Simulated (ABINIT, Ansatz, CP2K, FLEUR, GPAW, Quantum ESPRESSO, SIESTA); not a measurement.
# One structure in several programs: SiO2 (P4_2/mnm, 6 atoms in the cell)

Self-consistent single point.

```
SiO2
1.0
    4.22222     0.00000     0.00000
    0.00000     4.22222     0.00000
    0.00000     0.00000     2.69697
Si O
2 4
Direct
  0.00000   0.00000   0.00000
  0.50000   0.50000   0.50000
  0.30600   0.30600   0.00000
  0.80600   0.19400   0.50000
  0.19400   0.80600   0.50000
  0.69400   0.69400   0.00000
```

All programs got the same cell, k-point mesh and kind of occupations (in Ansatz's words: kpoints.mp_grid.grid = 5 5 8; scf.occupations.method = fermi_dirac; scf.occupations.width = 0.05 eV); potentials, basis and cutoffs are each program's usual ones.

```json
[
 {"code": "Ansatz", "model": "PBE, default PAW files", "pressure (GPa)": "-0.58", "largest force (eV/Å)": "0.111", "gap on the mesh (eV)": "5.050", "k-points": "30", "cutoff": "420 eV"},
 {"code": "CP2K", "model": "PBE, GPW, DZVP-MOLOPT-SR-GTH basis, GTH-PBE potentials (GTH_POTENTIALS)", "pressure (GPa)": "0.89", "largest force (eV/Å)": "0.232", "gap on the mesh (eV)": "4.966", "k-points": "101", "cutoff": "grid 450 Ry"},
 {"code": "ABINIT", "model": "PBE, norm-conserving pseudopotentials (PseudoDojo nc-sr-05 PBE standard)", "pressure (GPa)": "-0.57", "largest force (eV/Å)": "0.126", "gap on the mesh (eV)": "5.097", "k-points": "30", "cutoff": "42 Ha"},
 {"code": "SIESTA", "model": "GGA PBE, numerical atomic orbitals DZP, PseudoDojo PBE standard norm-conserving potentials (rewritten from UPF to PSML)", "pressure (GPa)": "3.87", "largest force (eV/Å)": "0.064", "gap on the mesh (eV)": "4.971", "k-points": "103", "cutoff": "grid 300 Ry"},
 {"code": "GPAW", "model": "PBE, GPAW PAW datasets PBE (gpaw-data 1.0.1)", "pressure (GPa)": "–", "largest force (eV/Å)": "0.018", "gap on the mesh (eV)": "5.089", "k-points": "30", "cutoff": "950 eV"},
 {"code": "FLEUR", "model": "PBE, all-electron FLAPW (FLEUR), scalar-relativistic valence", "pressure (GPa)": "–", "largest force (eV/Å)": "–", "gap on the mesh (eV)": "5.040", "k-points": "30", "cutoff": "Kmax 4.1 1/bohr"},
 {"code": "Quantum ESPRESSO", "model": "PBE, GBRV 1.5 ultrasoft (PBE) pseudopotentials", "pressure (GPa)": "0.78", "largest force (eV/Å)": "0.101", "gap on the mesh (eV)": "5.103", "k-points": "30", "cutoff": "40 Ry"}
]
```

A dash marks a value that a program does not give, or that is left out as unsure.

Gaps are read on the mesh.

The spread over the programs that give each value: pressure within 4.45 GPa; largest force within 0.214 eV/Å; gap on the mesh within 0.137 eV.

The starting cell has typed, rounded lattice constants, without a prior relaxation at this level. Its lattice was rescaled by a random factor within 2.5 % of one.

Question: Why do the programs differ, and what cannot be compared?

Answer: Differences of this kind can come from the potentials, where these differ, and from what each basis and cutoff leave unconverged. The zero of total energies and Fermi levels follows the potentials and each program's conventions, so they are not compared here. CP2K and SIESTA use small atom-centred bases, whose incompleteness enters pressures, forces and empty levels differently from a plane-wave cutoff. FLEUR treats all electrons, but the usual bases taken here (sphere radii, linearisation, local orbitals, empty states) were not tested for convergence, so the values are no reference for the others. Ansatz's pressure is given at a fixed set of plane waves, as the other plane-wave codes print theirs; with its correction for the finite basis it is 0.46 GPa (the shift of 1.04 GPa shows how far the cutoff is from converged). The pressure of GPAW is left out: its cutoff lies under the one at which its stress was checked. The programs reduce the same mesh by symmetry to different extents, which changes the work and not the result. In the pressure, CP2K (by 1.46), SIESTA (by 4.44) and Quantum ESPRESSO (by 1.35) lie more than 1 GPa from the median of the plane-wave programs. In the gap, CP2K (by 0.127) and SIESTA (by 0.122) lie more than 0.12 eV from the median of the plane-wave programs. In the force vectors, CP2K (by 0.126) and GPAW (by 0.088) lie more than 0.08 eV/Å from the median of the plane-wave programs.

Ansatz is a first-principles code.

Keys are those of Ansatz 0.2.
